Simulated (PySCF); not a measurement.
PySCF 2.14.0, R2SCAN/def2-svp, df: C[SiH]C, charge +1, multiplicity 1, 10 atoms. The geometry is a generated start, not checked to be a minimum at this level.

```yaml
task: energy
method: r2scan
basis: def2-svp
two_electron_scheme: density fitting
mol.max_memory: 3000 MB
mf.max_cycle: 100
mf.init_guess: minao (default)
mf.DIIS: CDIIS (default)
mf.diis_space: 8 (default)
mf.conv_tol: 1e-09 (default)
mf.grids.level: 3 (default)
basis_functions: 81
grid_points: 116072
```

```xyz
10

C     -1.6325     0.2209     0.1727
Si    -0.0202    -0.6826    -0.1436
C      1.6394     0.1865    -0.0788
H     -1.8061     0.9999    -0.5715
H     -2.4940    -0.4525     0.1500
H     -1.6274     0.7106     1.1478
H     -0.0538    -2.1012    -0.4657
H      2.0110     0.4089    -1.0813
H      2.4019    -0.4256     0.4099
H      1.5816     1.1350     0.4603
```

Charge 1 and multiplicity 1 are set for this test and not shown to be the ground state.

One run each on 2 threads, 1 BLAS thread. Values of level_shift (Hartree) tried: 0 (default), 0.1, 0.3, 1.

**Question.** Predict the course of the Fock builds along this series.

**Answer.** Fewest Fock builds, within one of each other: 0 (default) with 11, 0.1 with 11. The count rises to 32 at 1. All converge to one solution.

| level_shift (Hartree) | Fock builds | end |
|---|---|---|
| 0 (default) | 11 | same solution |
| 0.1 | 11 | same solution |
| 0.3 | 14 | same solution |
| 1 | 32 | same solution |
